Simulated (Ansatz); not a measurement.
## Element substitutions in Ge

Consider Ge in the diamond structure (space group Fd-3m, No. 227; a = 5.6727 Å).

Each row replaces one element on all its sites; cell and atoms are relaxed.

All numbers come from r2SCAN (Ansatz, a first-principles code), scalar-relativistic without spin-orbit coupling, earlier PAW set.

For the base:

- Volume per atom: 22.82 Å³

**Question.** The aim is a volume per atom between 18.82 Å³ and 20.78 Å³. Which of these changes reaches it?
A. Ge → Pb
B. Ge → Sn
C. Ge → Ru

**Answer.** C, Ge → Ru. It gives 19.86 Å³; Ge → Sn gives 35.42 Å³; Ge → Pb gives 42.01 Å³. Changes not listed may reach it too

No phonon test of stability was made. As relaxed here, Ru is a hypothetical phase, not in the database extracts checked. For Pb in this form, whether it has been made was not checked. All final runs are without spin polarisation. This is not the structure that Pb has at room temperature and ambient pressure.
